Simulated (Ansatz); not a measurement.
Ansatz (a program for electronic structure) run on Sc₃Si₄Ni₄ (Immm, 11 atoms in the cell): self-consistent single point.

Method: LDA (PW92), default PAW files made with PBE (plane waves; Ansatz).

The change in words: lattice scaled by 1.015. Reference geometry:
```yaml
crystal:
  lattice:
    - [-1.92915, 3.23984, 6.34543]
    - [1.92915, -3.23984, 6.34543]
    - [1.92915, 3.23984, -6.34543]
  atoms:
    - { symbol: Sc, position: [0.50000, 0.00000, 0.50000] }
    - { symbol: Sc, position: [0.87335, 0.87335, 0.00000] }
    - { symbol: Sc, position: [0.12665, 0.12665, 0.00000] }
    - { symbol: Si, position: [0.28035, 0.78035, 0.50000] }
    - { symbol: Si, position: [0.71965, 0.21965, 0.50000] }
    - { symbol: Si, position: [0.18782, 0.50000, 0.68782] }
    - { symbol: Si, position: [0.81218, 0.50000, 0.31218] }
    - { symbol: Ni, position: [0.87134, 0.67503, 0.19631] }
    - { symbol: Ni, position: [0.12866, 0.32497, 0.80369] }
    - { symbol: Ni, position: [0.47872, 0.67503, 0.80369] }
    - { symbol: Ni, position: [0.52128, 0.32497, 0.19631] }
```

Reference input (self-consistent single point, DFT, LDA (PW92), plane waves, default PAW files made with PBE): basis.ecutwfc = 420 eV; kpoints.mp_grid.grid = 6 6 6; hamiltonian.xc = lda; hamiltonian.pseudopotentials = {kind: paw} (the program's default PAW files); scf.occupations.method = cold; scf.occupations.width = 0.2 eV. This run's input differs from it in these lines:

```diff
@@ -2,5 +2,5 @@
   lattice:
-    - [-1.929145, 3.239845, 6.345430]
-    - [1.929145, -3.239845, 6.345430]
-    - [1.929145, 3.239845, -6.345430]
+    - [-1.958082, 3.288443, 6.440611]
+    - [1.958082, -3.288443, 6.440611]
+    - [1.958082, 3.288443, -6.440611]
   atoms:
```

Output, abridged:

```
SCF iter   1: F=—  HF=-31804.617825 eV  |F-HF|=—  |Δ(HF+E_count)|=         —  Δρ=1.38e-2  dr2=1.40e-1  ethr=1.77e-3  ⟨swp⟩=5.5  Hψ=11877  notcnv=0
all-band conjugate gradients solve this SCF's bands
preconditioner: auto → Kerker (q_TF=auto, 2.589 Å⁻¹)
SCF iter   2: F=—  HF=-31804.593622 eV  |F-HF|=—  |Δ(HF+E_count)|=   2.42e-2  S|Δr|=    0.00e0  Δρ=3.83e-3  dr2=1.22e-2  ethr=1.16e-4  ⟨swp⟩=2.0  Hψ=4935  notcnv=0
   [... lines left out ...]
SCF iter   5: F=—  HF=-31804.591214 eV  |F-HF|=—  |Δ(HF+E_count)|=   2.43e-5  S|Δr|=    0.00e0  Δρ=3.89e-5  dr2=3.20e-6  ethr=9.82e-8  ⟨swp⟩=2.0  Hψ=5532  notcnv=0
SCF iter   6: F=—  HF=-31804.591243 eV  |F-HF|=—  |Δ(HF+E_count)|=   2.95e-5  S|Δr|=    0.00e0  Δρ=2.25e-5  dr2=8.21e-7  ethr=2.64e-9  ⟨swp⟩=2.0  Hψ=4571  notcnv=0
SCF iter   7: F=-31804.591243 eV  HF=-31804.591243 eV  |F-HF|=5.74e-8  |Δ(HF+E_count)|=   8.87e-8  S|Δr|=    0.00e0  Δρ=5.21e-6  dr2=6.33e-8  ethr=8.26e-11  ⟨swp⟩=8.4  Hψ=15234  notcnv=0
SCF 1 converged in 7 iterations: F = -31804.591243 eV  dr2 = 6.33e-8
Stability not checked (fill_not_monotonic)
Free energy (F): -31804.591243 eV
Internal energy: -31804.587613 eV  (E = F + TS)
E sigma→0 (E₀):  -31804.590033 eV
Entropy (-TS):   -0.003630 eV (-0.330 meV/atom)
Fermi energy:    12.012752 eV
--- Forces (eV/Å), atoms counted from 1 ---
  atom   1  Sc     0.00000000     0.00000000     0.00000000
  atom   2  Sc     0.00000000    -0.00000000    -0.10655283
  atom   3  Sc     0.00000000     0.00000000     0.10655283
  atom   4  Si     0.00000000    -0.00000000    -0.11858374
   [... lines left out ...]
  atom  11  Ni     0.00000000    -0.02443379    -0.21432200
--- Stress (GPa, compression-positive) ---
      -14.401183       0.000000       0.000000
        0.000000     -14.484522      -0.000000
        0.000000      -0.000000     -14.865107
  P = ⅓ Tr σ = -14.5836 GPa (-145.836 kbar)
  The stress holds the Pulay correction. Without it, at fixed plane waves, as pw.x and ABINIT print it: P = -14.6327 GPa
```

The run converged in 7 iterations. Against the reference run the free energy goes up by 50.3 meV/atom, the pressure goes from -9.69 to -14.58 GPa and the largest force goes from 0.209 to 0.216 eV/Å.

The starting cell comes from a database of computed structures (which also holds hypothetical and non-ambient phases and stackings), without a prior relaxation at this level. For this run, on top of that: lattice scaled by 1.015. Spin polarisation is off. Ansatz's pressure includes its estimate of the finite-basis (Pulay) stress.

Cost on one core of a shared machine: roughly 30 s.

Keys are those of Ansatz 0.2.
